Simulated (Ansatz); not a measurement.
**A computed series for Cu2O: pressure series**

The reference is Cu₂O (space group Pn-3m, No. 224).

```
CELL_PARAMETERS angstrom
      4.24572     0.00000     0.00000
      0.00000     4.24572     0.00000
      0.00000     0.00000     4.24572
ATOMIC_POSITIONS crystal
  Cu 0.75000 0.75000 0.75000
  Cu 0.75000 0.25000 0.25000
  Cu 0.25000 0.75000 0.25000
  Cu 0.25000 0.25000 0.75000
  O  0.00000 0.00000 0.00000
  O  0.50000 0.50000 0.50000
```

Cell and atoms are relaxed at each pressure.

Method: DFT with r2SCAN, PAW potentials and a 500 eV plane-wave cutoff in Ansatz (an electronic-structure program), no spin-orbit coupling.

| pressure (GPa) | band gap (eV) |
|---|---|
| -2 | 0.76 |
| -1 | 0.78 |
| 0 | 0.79 |
| 0.9 | 0.81 |
| 2.1 | ? |
| 4.5 | 0.87 |
| 9 | 0.95 |
| 15 | 1.04 |

Q: Fit E_g = E₀ + αP + βP² to the rows shown and predict the withheld row.

A: Least squares on the printed values gives E₀ = 0.79 eV, α = 17.6 meV/GPa, β = -0.076 meV/GPa² (largest residual 0.00 eV); this predicts 0.83 eV, and the run gives 0.83 eV, in agreement.

Load acts through the strain it causes; cell and atoms are relaxed under it. No phonon test of stability was made. Competing high-pressure phases were not computed. No Hubbard U is applied. The final runs are not spin-polarised.
